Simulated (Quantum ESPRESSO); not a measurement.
# Variants of one calculation on VBiO4 (Pbcn, 24 atoms in the cell)

```yaml
crystal:
  lattice:
    - [4.99902, 0.00000, 0.00000]
    - [0.00000, 11.79649, 0.00000]
    - [0.00000, 0.00000, 5.25611]
  atoms:
    - { symbol: V, position: [0.00000, 0.60578, 0.75000] }
    - { symbol: V, position: [0.00000, 0.39422, 0.25000] }
    - { symbol: V, position: [0.50000, 0.89422, 0.25000] }
    - { symbol: V, position: [0.50000, 0.10578, 0.75000] }
    - { symbol: Bi, position: [0.00000, 0.88415, 0.75000] }
    - { symbol: Bi, position: [0.00000, 0.11585, 0.25000] }
    - { symbol: Bi, position: [0.50000, 0.61585, 0.25000] }
    - { symbol: Bi, position: [0.50000, 0.38415, 0.75000] }
    - { symbol: O, position: [0.24408, 0.96608, 0.08114] }
    - { symbol: O, position: [0.75592, 0.03392, 0.91886] }
    - { symbol: O, position: [0.25592, 0.53392, 0.58114] }
    - { symbol: O, position: [0.74408, 0.46608, 0.41886] }
    - { symbol: O, position: [0.74408, 0.53392, 0.91886] }
    - { symbol: O, position: [0.25592, 0.46608, 0.08114] }
    - { symbol: O, position: [0.75592, 0.96608, 0.41886] }
    - { symbol: O, position: [0.24408, 0.03392, 0.58114] }
    - { symbol: O, position: [0.64935, 0.80634, 0.04391] }
    - { symbol: O, position: [0.35065, 0.19366, 0.95609] }
    - { symbol: O, position: [0.85065, 0.69366, 0.54391] }
    - { symbol: O, position: [0.14935, 0.30634, 0.45609] }
    - { symbol: O, position: [0.14935, 0.69366, 0.95609] }
    - { symbol: O, position: [0.85065, 0.30634, 0.04391] }
    - { symbol: O, position: [0.35065, 0.80634, 0.45609] }
    - { symbol: O, position: [0.64935, 0.19366, 0.54391] }
```

Base run A: LDA (PW92), PseudoDojo standard norm-conserving (LDA) pseudopotentials run with Quantum ESPRESSO, self-consistent single point.

Its settings: ecutwfc = 85 Ry; occupations = fixed; potentials = {V: V.upf, Bi: Bi.upf, O: O.upf}; K_POINTS = automatic 3 2 3 0 0 0; nbnd = 110; conv_thr = 1e-10 Ry; mixing_beta = 0.4.

The starting cell comes from a database of computed structures (which also holds hypothetical and non-ambient phases and stackings), without a prior relaxation at this level. Its lattice was rescaled by a random factor within 2.5 % of one. Spin-orbit coupling is off.

ΔF is the free energy per atom less that of run A. 

Run A gave: pressure (GPa) -2.50; largest force (eV/Å) 0.205; gap on the mesh (eV) 2.573.

Runs:
- B: ecutrho = 170 Ry
- C: ecutrho = 255 Ry

Question: What does run B change against A?

Answer: The free energy drops by 5.2 meV/atom, the pressure goes from -2.50 to -2.06 GPa, the largest force hardly changes (0.205 to 0.209 eV/Å) and the gap on the mesh stays at 2.573 eV.

| run | ΔF (meV/atom) | pressure (GPa) | largest force (eV/Å) | gap on the mesh (eV) |
|---|---|---|---|---|
| A | 0.00 | -2.50 | 0.205 | 2.573 |
| B | -5.2 | -2.06 | 0.209 | 2.573 |
| C | -0.02 | -2.50 | 0.205 | 2.573 |
